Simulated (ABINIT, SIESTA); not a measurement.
An ABINIT input for a self-consistent single point of NaF (Fm-3m, 2 atoms in the cell) (DFT, PBE, plane waves, PAW (JTH v2.0 PBE PAW)):

```
# NaF, JTH v2.0 PBE PAW
pp_dirpath "./"
pseudos "Na.GGA_PBE-JTH.xml, F.GGA_PBE-JTH.xml"
acell 3.2392094956 3.2392094956 3.2392094956 Angstrom
rprim
         0.0000000000    0.7071067812    0.7071067812
         0.7071067812   -0.0000000000    0.7071067812
         0.7071067812    0.7071067812   -0.0000000000
natom 2
ntypat 2
znucl 11 9
typat 1 2
xred
         0.0000000000    0.0000000000    0.0000000000
         0.5000000000    0.5000000000    0.5000000000
ecut 816 eV
pawecutdg 1633 eV
pawxcdev 0
ixc 11
occopt 3
tsmear 0.02 eV
nband 13
kptopt 1
ngkpt 6 6 6
nshiftk 1
shiftk 0 0 0
nstep 80
tolvrs 1.0e-10
prtwf 0
prtden 0
```

Problem. Give the SIESTA input for the same structure, mesh, smearing and functional.

Solution. One input that does it (others would too):

```
# files in the folder: Na.psml F.psml (PseudoDojo PBE standard)
SystemName  NaF
SystemLabel siesta

NumberOfAtoms                2
NumberOfSpecies              2
%block ChemicalSpeciesLabel
  1 11 Na
  2 9 F
%endblock ChemicalSpeciesLabel
LatticeConstant              1.0 Ang
%block LatticeVectors
     0.000000000    2.290467000    2.290467000
     2.290467000    0.000000000    2.290467000
     2.290467000    2.290467000    0.000000000
%endblock LatticeVectors
AtomicCoordinatesFormat      ScaledCartesian
%block AtomicCoordinatesAndAtomicSpecies
     0.000000000    0.000000000    0.000000000  1
     2.290467000    2.290467000    2.290467000  2
%endblock AtomicCoordinatesAndAtomicSpecies

XC.functional                GGA
XC.authors                   PBE
PAO.BasisSize                TZP
PAO.EnergyShift              0.005 Ry
MeshCutoff                   400 Ry
%block kgrid.MonkhorstPack
    6   0   0  0.0
    0   6   0  0.0
    0   0   6  0.0
%endblock kgrid.MonkhorstPack
OccupationFunction           FD
ElectronicTemperature        20.0 meV

MaxSCFIterations             150
SCF.Mixer.Method             Pulay
SCF.Mixer.Weight             0.1
SCF.Mixer.History            6
SCF.DM.Tolerance             1.0E-04
Diag.ParallelOverK           true
WriteForces                  true
```

Basis settings and potentials, where a program has them, do not carry over. This input uses DFT, GGA PBE, numerical atomic orbitals TZP, PseudoDojo PBE standard norm-conserving potentials (rewritten from UPF to PSML). Both were run: pressure 3.59 GPa in ABINIT and 2.78 in SIESTA; gap on the mesh 6.484 eV in ABINIT and 6.379 in SIESTA.

On ABINIT: the starting cell comes from a database of computed structures (which also holds hypothetical and non-ambient phases and stackings), without a prior relaxation at this level. Its lattice was rescaled by a random factor within 2.5 % of one. With a pressure of about 4 GPa the cell is away from its equilibrium volume at this level.

On SIESTA: the starting cell comes from a database of computed structures (which also holds hypothetical and non-ambient phases and stackings), without a prior relaxation at this level. Its lattice was rescaled by a random factor within 2.5 % of one. Values carry the incompleteness of an atom-centred basis.
